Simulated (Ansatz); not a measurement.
```yaml
crystal:
  lattice:
    - [21.00000, 0.00000, 0.00000]
    - [0.00000, 21.00000, 0.00000]
    - [0.00000, 0.00000, 3.93481]
  atoms:
    - { symbol: Ba, position: [0.26793, 0.26793, 0.99254] }
    - { symbol: Ti, position: [0.35441, 0.35441, 0.49294] }
    - { symbol: O, position: [0.35374, 0.35374, 0.99223] }
    - { symbol: O, position: [0.25889, 0.35117, 0.49226] }
    - { symbol: O, position: [0.35117, 0.25889, 0.49226] }
    - { symbol: Ba, position: [0.26141, 0.45376, 0.99348] }
    - { symbol: Ti, position: [0.34705, 0.54901, 0.49560] }
    - { symbol: O, position: [0.35313, 0.54495, 0.99114] }
    - { symbol: O, position: [0.25978, 0.54666, 0.49153] }
    - { symbol: O, position: [0.35125, 0.44943, 0.49194] }
    - { symbol: Ba, position: [0.25767, 0.66120, 0.99389] }
    - { symbol: Ti, position: [0.35811, 0.73265, 0.50662] }
    - { symbol: O, position: [0.36029, 0.73687, 0.98138] }
    - { symbol: O, position: [0.27124, 0.73623, 0.48510] }
    - { symbol: O, position: [0.35631, 0.64145, 0.49103] }
    - { symbol: Ba, position: [0.45376, 0.26141, 0.99348] }
    - { symbol: Ti, position: [0.54901, 0.34705, 0.49560] }
    - { symbol: O, position: [0.54495, 0.35313, 0.99114] }
    - { symbol: O, position: [0.44943, 0.35125, 0.49194] }
    - { symbol: O, position: [0.54666, 0.25978, 0.49153] }
    - { symbol: Ba, position: [0.45158, 0.45158, 0.99386] }
    - { symbol: Ti, position: [0.54253, 0.54253, 0.49658] }
    - { symbol: O, position: [0.54855, 0.54855, 0.99103] }
    - { symbol: O, position: [0.45354, 0.54635, 0.49194] }
    - { symbol: O, position: [0.54635, 0.45354, 0.49194] }
    - { symbol: Ba, position: [0.45383, 0.64491, 0.99637] }
    - { symbol: Ti, position: [0.54490, 0.73357, 0.50873] }
    - { symbol: O, position: [0.55039, 0.74314, 0.97237] }
    - { symbol: O, position: [0.45544, 0.73974, 0.47987] }
    - { symbol: O, position: [0.54778, 0.64597, 0.49004] }
    - { symbol: Ba, position: [0.66120, 0.25767, 0.99389] }
    - { symbol: Ti, position: [0.73265, 0.35811, 0.50662] }
    - { symbol: O, position: [0.73687, 0.36029, 0.98138] }
    - { symbol: O, position: [0.64145, 0.35631, 0.49103] }
    - { symbol: O, position: [0.73623, 0.27124, 0.48510] }
    - { symbol: Ba, position: [0.64491, 0.45383, 0.99637] }
    - { symbol: Ti, position: [0.73357, 0.54490, 0.50873] }
    - { symbol: O, position: [0.74314, 0.55039, 0.97237] }
    - { symbol: O, position: [0.64597, 0.54778, 0.49004] }
    - { symbol: O, position: [0.73974, 0.45544, 0.47987] }
    - { symbol: Ba, position: [0.64504, 0.64504, 0.99219] }
    - { symbol: Ti, position: [0.73191, 0.73191, 0.49370] }
    - { symbol: O, position: [0.74910, 0.74910, 0.95136] }
    - { symbol: O, position: [0.64652, 0.73918, 0.47570] }
    - { symbol: O, position: [0.73918, 0.64652, 0.47570] }
```

Level of theory: PBE (plane waves to 420 eV, PAW; Ansatz, a quantum-chemistry and plane-wave program). Mesh 1×1×8. No spin polarisation, so a magnetic state wasn't tested. It repeats along c; a and b span vacuum. A hypothetical model. Symmetry and one short period hold its shape; lower forms weren't sought.

**Question.** Tabulate the two highest filled and two lowest empty levels along the axis, from the valence top.

**Answer.** 
| k (2π/c) | v2 (eV) | v1 (eV) | c1 (eV) | c2 (eV) |
|---|---|---|---|---|
| 0.000 | -0.79 | -0.55 | 1.29 | 1.31 |
| 0.042 | -0.78 | -0.55 | 1.31 | 1.34 |
| 0.083 | -0.74 | -0.53 | 1.37 | 1.42 |
| 0.125 | -0.71 | -0.50 | 1.46 | 1.54 |
| 0.167 | -0.66 | -0.46 | 1.57 | 1.70 |
| 0.208 | -0.56 | -0.39 | 1.70 | 1.84 |
| 0.250 | -0.45 | -0.31 | 1.84 | 1.89 |
| 0.292 | -0.34 | -0.22 | 1.89 | 2.03 |
| 0.333 | -0.25 | -0.15 | 1.91 | 2.19 |
| 0.375 | -0.17 | -0.08 | 1.93 | 2.33 |
| 0.417 | -0.12 | -0.04 | 1.95 | 2.38 |
| 0.458 | -0.08 | -0.01 | 1.96 | 2.39 |
| 0.500 | -0.07 | 0.00 | 1.96 | 2.39 |
